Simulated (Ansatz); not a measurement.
Consider Au in the fcc (Cu type) structure (space group Fm-3m, No. 225; a = 4.124 Å; relaxed with 0.1 eV smearing).

Computed with Ansatz (a program for electronic structure) r2SCAN, no spin-orbit coupling, earlier PAW set.

Before the change:

Pressure: 0.0 GPa

Now apply this change: every lattice vector is stretched by 4.17 %, atoms relaxed at fixed cell.

Question: What does the calculation give for the energy relative to the base after the change?

Answer: The energy increases by 107 meV/atom.

Question: Estimate the effect on the pressure.

Answer: The pressure goes from zero to -13.0 GPa.

The cells carry an imposed strain or load. No phonon test of stability was made.
